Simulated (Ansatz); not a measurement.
The reference is MgO in the rock salt structure (space group Fm-3m, No. 225).

```
MgO
1.0
    0.00000     2.10705     2.10705
    2.10705     0.00000     2.10705
    2.10705     2.10705     0.00000
Mg O
1 1
Direct
  0.00000   0.00000   0.00000
  0.50000   0.50000   0.50000
```

Cartesian axes are those of the cell as printed.

All numbers come from DFT with PBEsol, PAW potentials and a 420 eV plane-wave cutoff in Ansatz (an electronic-structure program), spin-orbit coupling left out.

For the base:

The band gap comes out as 4.62 eV and the valence-band top at Γ is 0.00, 0.00, 0.00 eV.

The change: tensor shear ε_xy = +0.86 % (engineering shear γ = 0.0172); the atoms relax in the strained cell.

**Question.** What happens to the stress, energy relative to the base, band gap and valence-band top at Γ?

**Answer.** The stress (xx, yy, zz, yz, xz, xy; compression positive) is (0.04, 0.04, -0.02, 0.00, 0.00, -2.48) GPa; the energy rises by 1.3 meV/atom; the band gap drops by 0.07 eV, from 4.62 eV to 4.55 eV; the valence-band top at Γ (three highest levels, from the VBM) changes from 0.00, 0.00, 0.00 eV to 0.00, -0.07, -0.13 eV.

Whether these cells are dynamically stable was not tested.
